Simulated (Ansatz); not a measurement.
A relaxed cell of amorphous Si₂₄O₄₇H₂ (2.05 g/cm³) is scaled in volume and its atoms relax again. Level of theory: PBE, scalar-relativistic without spin-orbit coupling (plane waves to 420 eV, PAW; Ansatz, a quantum-chemistry and plane-wave program). Sampling: the zone centre alone; Fermi-Dirac width 0.02 eV; no spin polarisation.

It comes from a melt-quench run on a machine-learned potential (CHGNet), relaxed afterwards by DFT. O atoms were pushed apart under 1.9 Å during the dynamics, to hinder bonds among them. The hot cell started wider than the set density and was brought back towards it in steps. It is the lowest in DFT energy of 8 quenches. It is a model cell: composition and starting density were chosen by hand, and all elements were melted together. No dispersion term was used. Its density started from a set value of 2.05 and ended at 2.05 g/cm³. The quench (nominally 200 K/ps over its main leg) was far faster than any real one, so the model tends to hold more defects than a real film. Values belong to this one cell and scatter from quench to quench. The volume was held where the preparation left it and the shape relaxed, at a PBE pressure of 0.2 GPa.

Cut-offs for bonds: Si-Si 2.60 Å, Si-O 1.98 Å, Si-H 1.70 Å, O-O 1.58 Å, O-H 1.16 Å, H-H 0.90 Å. Two cations that share two anions don't count as bonded, nor two that share one unless they lie closer than Si-Si 2.38 Å.

Unscaled, the mean coordination (metal atoms count anions alone where O, N, F or Cl are present) is Si 3.88, O 2.02, H 1.00.

**Question.** Give density, energy change, pressure and coordination after each scaling.

**Answer.** 
```
volume change  density (g/cm3)  energy change (meV/atom)  pressure (GPa)  coordination Si  coordination O  coordination H
-------------  ---------------  ------------------------  --------------  ---------------  --------------  --------------
-3 %                      2.11                        +2             1.4             3.88            2.02            1.00
+6 %                      1.93                        +7            -2.4             3.88            2.02            1.00
```
